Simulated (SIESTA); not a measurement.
Band structure of a sheet of MgI2 (3 atoms in the cell).

```
CELL_PARAMETERS angstrom
      4.20082     0.00000     0.00000
     -2.10041     3.63802     0.00000
      0.00000     0.00000    17.33512
ATOMIC_POSITIONS crystal
  Mg 0.00000 0.00000 0.50000
  I  0.33333 0.66667 0.59620
  I  0.66667 0.33333 0.40381
```

Method: GGA PBE, numerical atomic orbitals DZP, PseudoDojo PBE standard norm-conserving potentials (rewritten from UPF to PSML) run with SIESTA 5.4.2.

Settings: XC.functional = GGA; XC.authors = PBE; potentials = PseudoDojo PBE standard; PAO.BasisSize = DZP; PAO.EnergyShift = 0.01 Ry; MeshCutoff = 400 Ry; kgrid.MonkhorstPack = 9 9 1; OccupationFunction = MP; OccupationMPOrder = 0; ElectronicTemperature = 0.136 eV; MaxSCFIterations = 150; SCF.Mixer.Method = Pulay; SCF.Mixer.Weight = 0.1; SCF.Mixer.History = 6.

The starting cell was generated: these elements placed on a structure prototype, without a prior relaxation; it need not be a known phase or ordering of this composition. Its lattice was rescaled in the plane by a random factor within 2.5 % of one. Spin-orbit coupling is off. Values carry the incompleteness of an atom-centred basis.

### Question
Predict the gap along the standard path and the places of the band edges.

### Answer
The gap along the path is 3.90 eV, from Γ to M; the smallest direct gap on it is 4.27 eV.

Levels in eV from the top of the valence band on the path, bands 9 to 13:
| point | 9 | 10 | 11 | 12 | 13 |
|---|---|---|---|---|---|
| Γ | -0.23 | -0.23 | 0.00 | 0.00 | 4.63 |
| M | -1.21 | -1.14 | -0.56 | -0.37 | 3.90 |
| K | -2.30 | -1.82 | -0.64 | -0.64 | 4.66 |

Higher empty bands are left out: an atom-centred basis made for the valence describes them poorly.
